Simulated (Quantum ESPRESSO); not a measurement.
Worked example: self-consistent single point of TiAl (P4/mmm, 2 atoms in the cell) in Quantum ESPRESSO.

Method of the run: PBE, SSSP 1.1.2 efficiency (PBE) pseudopotentials (plane waves; Quantum ESPRESSO).

The change in words: lattice scaled by 0.98. Reference geometry:
```
CELL_PARAMETERS angstrom
      2.77618     0.00000     0.00000
      0.00000     2.77618     0.00000
      0.00000     0.00000     4.01640
ATOMIC_POSITIONS crystal
  Ti 0.50000 0.50000 0.50000
  Al 0.00000 0.00000 0.00000
```

Reference input (self-consistent single point, DFT, PBE, plane waves, SSSP 1.1.2 efficiency (PBE) pseudopotentials): ecutwfc = 50 Ry; ecutrho = 400 Ry; occupations = smearing; smearing = fd; degauss = 0.0073499 Ry; potentials = {Ti: ti_pbe_v1.4.uspp.F.UPF, Al: Al.pbe-n-kjpaw_psl.1.0.0.UPF}; K_POINTS = automatic 12 12 8 0 0 0; conv_thr = 1e-09 Ry. This run's input differs from it in these lines:

```diff
@@ -25,3 +25,3 @@
 ATOMIC_POSITIONS angstrom
-Ti    1.388089000    1.388089000    2.008201500
+Ti    1.360327000    1.360327000    1.968037500
 Al    0.000000000    0.000000000    0.000000000
@@ -30,5 +30,5 @@
 CELL_PARAMETERS angstrom
-   2.776178000     0.000000000     0.000000000
-   0.000000000     2.776178000     0.000000000
-   0.000000000     0.000000000     4.016403000
+   2.720654000     0.000000000     0.000000000
+   0.000000000     2.720654000     0.000000000
+   0.000000000     0.000000000     3.936075000
```

Log, with long lists cut:

```
     Self-consistent Calculation

     iteration #  1     ecut=    50.00 Ry     beta= 0.70

     negative rho (up, down):  1.494E-03 0.000E+00

     total energy              =    -158.57363340 Ry
     estimated scf accuracy    <       0.46102790 Ry

     iteration #  2     ecut=    50.00 Ry     beta= 0.70

     negative rho (up, down):  5.714E-04 0.000E+00

     total energy              =    -158.48189635 Ry
     estimated scf accuracy    <       1.61633918 Ry

     iteration #  3     ecut=    50.00 Ry     beta= 0.70

     negative rho (up, down):  5.449E-04 0.000E+00

     total energy              =    -158.80121965 Ry
     estimated scf accuracy    <       0.02332858 Ry

   [... 3 blocks of this kind left out ...]

     iteration #  7     ecut=    50.00 Ry     beta= 0.70

     negative rho (up, down):  5.452E-04 0.000E+00

     total energy              =    -158.80444192 Ry
     estimated scf accuracy    <       0.00000011 Ry

     iteration #  8     ecut=    50.00 Ry     beta= 0.70

     negative rho (up, down):  5.452E-04 0.000E+00
     End of self-consistent calculation

     Number of k-points >= 100: set verbosity='high' to print the bands.

     the Fermi energy is    12.4358 ev

!    total energy              =    -158.80444194 Ry
     estimated scf accuracy    <          1.0E-09 Ry
     smearing contrib. (-TS)   =      -0.00398092 Ry
     internal energy E=F+TS    =    -158.80046102 Ry

     convergence has been achieved in   8 iterations

     negative rho (up, down):  5.452E-04 0.000E+00

     Forces acting on atoms (cartesian axes, Ry/au):

     atom    1 type  1   force =     0.00000000    0.00000000    0.00000000
     atom    2 type  2   force =     0.00000000    0.00000000    0.00000000

     Total force =     0.000000     Total SCF correction =     0.000000

     negative rho (up, down):  5.452E-04 0.000E+00
          total   stress  (Ry/bohr**3)                   (kbar)     P=      153.08
   0.00105330   0.00000000   0.00000000          154.95        0.00        0.00
   0.00000000   0.00105330   0.00000000            0.00      154.95        0.00
   0.00000000   0.00000000   0.00101524            0.00        0.00      149.35

   JOB DONE.
```

The run converged in 8 iterations. Against the reference run the free energy goes up by 59.5 meV/atom and the pressure goes from 6.04 to 15.31 GPa.

The starting cell comes from a database of computed structures (which also holds hypothetical and non-ambient phases and stackings), without a prior relaxation at this level. Its lattice was rescaled by a random factor within 2.5 % of one. For this run, on top of that: lattice scaled by 0.98. Spin polarisation is off. With a pressure of about 15 GPa the cell is away from its equilibrium volume at this level.

Cost on one core of a shared machine: roughly 60 s.
